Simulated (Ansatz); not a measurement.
Results of r²SCAN+rVV10 (Ansatz, an electronic-structure program, PAW) for GaN (model structure, started from the HgO type, P6₄22, No. 181, 6 atoms in the cell).

Run with plane-wave cutoff 560 eV, 18×18×8 k mesh (along the axes of the cell as run), Fermi–Dirac smearing 0.05 eV, scalar-relativistic PAW data made under PBE.

Cell (relaxed at this level):

```cif
data_Ga3N3
_chemical_formula_sum 'Ga3 N3'
_space_group_name_H-M_alt 'P 1'
_space_group_IT_number 1
_cell_length_a 3.11654
_cell_length_b 3.11654
_cell_length_c 7.35999
_cell_angle_alpha 90.000
_cell_angle_beta 90.000
_cell_angle_gamma 120.000
loop_
_space_group_symop_operation_xyz
  'x, y, z'
loop_
_atom_site_label
_atom_site_type_symbol
_atom_site_fract_x
_atom_site_fract_y
_atom_site_fract_z
_atom_site_occupancy
Ga1 Ga 0.50000 0.50000 0.50000 1
Ga2 Ga 0.50000 0.00000 0.83333 1
Ga3 Ga 0.00000 0.50000 0.16667 1
N1 N 0.50000 0.50000 0.00000 1
N2 N 0.50000 0.00000 0.33333 1
N3 N 0.00000 0.50000 0.66667 1
```

**Question.** Estimate the band gap that the calculation returns.

**Answer.** 
- band gap: 1.92 eV (on the SCF k mesh)

Note: the relaxation could raise the start's symmetry but not lower it, so the cell can be a saddle point.

Spin–orbit coupling is not included.

The computed numbers hold no vibrational or temperature effects.

A model structure was made by putting elements into a prototype or built by hand; it is no filed structure, need not be a known phase, and can be a saddle point held by its symmetry.
